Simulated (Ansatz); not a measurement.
Ge2Sb2Te5 (model structure, P3m1, No. 156, 9 atoms in the cell), treated with r²SCAN+rVV10 in Ansatz (plane waves, PAW).

Run with plane-wave cutoff 560 eV, 12×12×2 k mesh (along the axes of the cell as run), Fermi–Dirac smearing 0.01 eV, scalar-relativistic PAW data made under PBE.

Cell (relaxed at this level):

```cif
data_Ge2Sb2Te5
_chemical_formula_sum 'Te5 Sb2 Ge2'
_space_group_name_H-M_alt 'P3m1'
_space_group_IT_number 156
_space_group_name_Hall 'P 3 -2"'
_cell_length_a 4.22641
_cell_length_b 4.22641
_cell_length_c 17.54746
_cell_angle_alpha 90.000
_cell_angle_beta 90.000
_cell_angle_gamma 120.000
loop_
_atom_site_label
_atom_site_type_symbol
_atom_site_symmetry_multiplicity
_atom_site_Wyckoff_symbol
_atom_site_fract_x
_atom_site_fract_y
_atom_site_fract_z
_atom_site_occupancy
Te1 Te 1 a 0.00000 0.00000 0.99191 1
Sb1 Sb 1 b 0.33333 0.66667 0.09234 1
Te2 Te 1 c 0.66667 0.33333 0.20402 1
Sb2 Sb 1 a 0.00000 0.00000 0.32129 1
Te3 Te 1 b 0.33333 0.66667 0.41868 1
Te4 Te 1 c 0.66667 0.33333 0.58605 1
Ge1 Ge 1 a 0.00000 0.00000 0.66550 1
Te5 Te 1 b 0.33333 0.66667 0.79024 1
Ge2 Ge 1 c 0.66667 0.33333 0.87116 1
```

Problem. What does this level give for the band gap?

Solution. 
band gap: 0.20 eV

Note: the relaxation could raise the start's symmetry but not lower it, so the cell can be a saddle point.

Spin–orbit coupling is not included; it can close the smallest gap of 0.20 eV.

The computed numbers hold no vibrational or temperature effects.

A model structure was made by putting elements into a prototype or built by hand; it is no filed structure, need not be a known phase, and can be a saddle point held by its symmetry.

Ansatz is an electronic-structure program.
